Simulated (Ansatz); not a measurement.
We consider MoSe2 (model structure, started from the fluorite type, Fm-3m, No. 225, 3 atoms in the cell), described by PBEsol in Ansatz (plane waves, PAW).

Settings: plane-wave cutoff 520 eV, 16×16×16 k mesh, Fermi–Dirac smearing 0.05 eV, no spin polarisation, scalar-relativistic PAW data made under PBE.

Cell (relaxed at this level):

```
MoSe2
1.0
    0.00000     3.05604     3.05604
    3.05604     0.00000     3.05604
    3.05604     3.05604     0.00000
Mo Se
1 2
Direct
  0.00000   0.00000   0.00000
  0.25000   0.25000   0.25000
  0.75000   0.75000   0.75000
```

Give the computed bulk modulus.


* **bulk modulus**: 128 GPa

Note: the run has no spin polarisation, so it can have missed a magnetic state; the bulk modulus is −V dP/dV from two relaxed cells at ±2 % in volume; the relaxation could raise the start's symmetry but not lower it, so the cell can be a saddle point.

Computed values are for the static lattice.

A model structure was made by putting elements into a prototype or built by hand; it is no filed structure, need not be a known phase, and can be a saddle point held by its symmetry.

Ansatz is a quantum-chemistry and plane-wave program.
